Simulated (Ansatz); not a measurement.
Worked example: self-consistent single point of Mg2Pd (I4mm, 3 atoms in the cell) in Ansatz (a first-principles code).

Level of theory: PBEsol, default PAW files made with PBE (plane waves; Ansatz).

The change in words: lattice scaled by 0.98; kpoints.mp_grid.grid: 14 14 14 → 12 12 12. Reference geometry:
```
Mg2Pd
1.0
   -1.62813     1.62813     5.06532
    1.62813    -1.62813     5.06532
    1.62813     1.62813    -5.06532
Mg Pd
2 1
Direct
  0.65216   0.65216   0.00000
  0.35278   0.35278   0.00000
  0.00000   0.00000   0.00000
```

Reference input (self-consistent single point, DFT, PBEsol, plane waves, default PAW files made with PBE): basis.ecutwfc = 420 eV; kpoints.mp_grid.grid = 14 14 14; hamiltonian.xc = pbesol; hamiltonian.pseudopotentials = {kind: paw} (the program's default PAW files); scf.occupations.method = fermi_dirac; scf.occupations.width = 0.1 eV. This run's input differs from it in these lines:

Ansatz 0.2 input:
```diff
@@ -3,5 +3,5 @@
   lattice:
-    - [-1.628125, 1.628125, 5.065316]
-    - [1.628125, -1.628125, 5.065316]
-    - [1.628125, 1.628125, -5.065316]
+    - [-1.595562, 1.595562, 4.964010]
+    - [1.595562, -1.595562, 4.964010]
+    - [1.595562, 1.595562, -4.964010]
   atoms:
@@ -13,3 +13,3 @@
 kpoints:
-  mp_grid: { grid: [14, 14, 14] }
+  mp_grid: { grid: [12, 12, 12] }
 hamiltonian:
```

Output (repeated stretches shortened):

```
SCF iter   1: F=—  HF=-10732.245100 eV  |F-HF|=—  |Δ(HF+E_count)|=         —  Δρ=5.09e-3  dr2=1.06e-2  ethr=1.77e-3  ⟨swp⟩=5.0  Hψ=15106  notcnv=0
all-band conjugate gradients solve this SCF's bands
preconditioner: auto → Kerker (q_TF=auto, 2.602 Å⁻¹)
SCF iter   2: F=—  HF=-10732.242930 eV  |F-HF|=—  |Δ(HF+E_count)|=   2.17e-3  Δρ=1.58e-3  dr2=1.60e-3  ethr=2.79e-5  ⟨swp⟩=2.8  Hψ=7939  notcnv=0
SCF iter   3: F=—  HF=-10732.242633 eV  |F-HF|=—  |Δ(HF+E_count)|=   2.98e-4  Δρ=8.42e-4  dr2=5.63e-4  ethr=4.21e-6  ⟨swp⟩=1.0  Hψ=3789  notcnv=0
SCF iter   4: F=—  HF=-10732.242531 eV  |F-HF|=—  |Δ(HF+E_count)|=   1.01e-4  Δρ=4.53e-4  dr2=1.97e-4  ethr=1.48e-6  ⟨swp⟩=1.0  Hψ=3750  notcnv=0
SCF iter   5: F=—  HF=-10732.242469 eV  |F-HF|=—  |Δ(HF+E_count)|=   6.23e-5  Δρ=8.05e-5  dr2=9.34e-6  ethr=5.19e-7  ⟨swp⟩=2.8  Hψ=6022  notcnv=0
SCF iter   6: F=—  HF=-10732.242459 eV  |F-HF|=—  |Δ(HF+E_count)|=   9.83e-6  Δρ=1.23e-5  dr2=1.93e-7  ethr=2.46e-8  ⟨swp⟩=2.6  Hψ=5438  notcnv=0
SCF iter   7: F=-10732.242459 eV  HF=-10732.242459 eV  |F-HF|=4.19e-9  |Δ(HF+E_count)|=   5.04e-8  Δρ=2.82e-6  dr2=6.15e-9  ethr=2.63e-10  ⟨swp⟩=5.0  Hψ=14035  notcnv=0
SCF 1 converged in 7 iterations: F = -10732.242459 eV  dr2 = 6.15e-9
Free energy (F): -10732.242459 eV
Internal energy: -10732.211797 eV  (E = F + TS)
E sigma→0 (E₀):  -10732.227128 eV
Entropy (-TS):   -0.030662 eV (-10.221 meV/atom)
Fermi energy:    11.161701 eV
--- Forces (eV/Å), atoms counted from 1 ---
  atom   1  Mg     0.00000000    -0.00000000    -0.19164260
  atom   2  Mg    -0.00000000     0.00000000     0.09455885
  atom   3  Pd    -0.00000000    -0.00000000     0.09707601
--- Stress (GPa, compression-positive) ---
        3.090640       0.000000      -0.000000
        0.000000       3.090640       0.000000
       -0.000000       0.000000       2.101668
  P = ⅓ Tr σ = 2.7610 GPa (27.610 kbar)
  The stress holds the Pulay correction. Without it, at fixed plane waves, as pw.x and ABINIT print it: P = 2.7450 GPa
```

The run converged in 7 iterations. Against the reference run the free energy hardly moves (within 1 meV/atom), the pressure goes from -2.02 to 2.76 GPa and the largest force goes from 0.358 to 0.192 eV/Å.

The starting cell comes from a database of computed structures (which also holds hypothetical and non-ambient phases and stackings), without a prior relaxation at this level. Its lattice was rescaled by up to half a per cent. One atom was moved a little off its site on purpose. For this run, on top of that: lattice scaled by 0.98. Spin polarisation is off. Ansatz's pressure includes its estimate of the finite-basis (Pulay) stress.
